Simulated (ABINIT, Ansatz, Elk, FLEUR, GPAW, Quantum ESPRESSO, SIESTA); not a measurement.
# One structure in several programs: Pt (Fm-3m, 1 atom in the cell)

Self-consistent single point, at a second geometry (lattice scaled by 0.98). First geometry:

```
CELL_PARAMETERS angstrom
      0.00000     2.00312     2.00312
      2.00312     0.00000     2.00312
      2.00312     2.00312     0.00000
ATOMIC_POSITIONS crystal
  Pt 0.00000 0.00000 0.00000
```

Shared settings, as Ansatz (a first-principles code) writes them: kpoints.mp_grid.grid = 19 19 19; scf.occupations.method = fermi_dirac; scf.occupations.width = 0.0037 Ry. Potentials and cutoffs stand in the table.

```json
[
 {"code": "Ansatz", "model": "PBE, PAW files", "ΔF from the first geometry (meV/atom)": "5.2", "pressure (GPa)": "8.98", "cutoff": "30.9 Ry"},
 {"code": "Quantum ESPRESSO", "model": "PBE, GBRV 1.5 ultrasoft (PBE) pseudopotentials", "ΔF from the first geometry (meV/atom)": "2.1", "pressure (GPa)": "7.43", "cutoff": "40 Ry"},
 {"code": "FLEUR", "model": "PBE, all-electron FLAPW (FLEUR), scalar-relativistic valence", "ΔF from the first geometry (meV/atom)": "8.6", "pressure (GPa)": "–", "cutoff": "Kmax 4 1/bohr"},
 {"code": "SIESTA", "model": "GGA PBE, numerical atomic orbitals TZP, PseudoDojo PBE standard norm-conserving potentials (rewritten from UPF to PSML)", "ΔF from the first geometry (meV/atom)": "6.0", "pressure (GPa)": "9.67", "cutoff": "grid 350 Ry"},
 {"code": "GPAW", "model": "PBE, GPAW PAW datasets PBE (gpaw-data 1.0.1)", "ΔF from the first geometry (meV/atom)": "3.8", "pressure (GPa)": "8.52", "cutoff": "600 eV"},
 {"code": "ABINIT", "model": "PBE, norm-conserving pseudopotentials (PseudoDojo nc-sr-05 PBE standard)", "ΔF from the first geometry (meV/atom)": "2.2", "pressure (GPa)": "8.45", "cutoff": "42 Ha"},
 {"code": "Elk", "model": "PBE, all-electron FP-LAPW, Elk's shipped species files, APW+lo basis with extra local orbitals", "ΔF from the first geometry (meV/atom)": "-2.4", "pressure (GPa)": "–", "cutoff": "rgkmax 8"}
]
```

For Quantum ESPRESSO (by 1.0 GPa) the energy change implies a higher mean pressure, against the two pressures, than for the other programs: a sign of finite-basis (Pulay) stress.

A dash marks a value that a program does not give, or that is left out as unsure.

On Ansatz's run: spin-orbit coupling is off. Spin polarisation is off.

The spread over the programs that give each value: ΔF from the first geometry within 11.0 meV/atom; pressure within 2.24 GPa.

SIESTA uses small atom-centred bases, whose incompleteness enters pressures, forces and empty levels differently from a plane-wave cutoff. FLEUR and Elk treat all electrons, but the usual bases taken here (sphere radii, linearisation, local orbitals, empty states) were not tested for convergence, so the values are no reference for the others. Ansatz's pressure is given at a fixed set of plane waves, as the other plane-wave codes print theirs; with its correction for the finite basis it is 9.07 GPa. In the pressure, Quantum ESPRESSO (by 1.05) and SIESTA (by 1.18) lie more than 1 GPa from the median of the plane-wave programs.

The starting cell comes from a database of computed structures (which also holds hypothetical and non-ambient phases and stackings), without a prior relaxation at this level. Its lattice was rescaled by a random factor within 2.5 % of one. For this run, on top of that: lattice scaled by 0.98.

Keys are those of Ansatz 0.2.
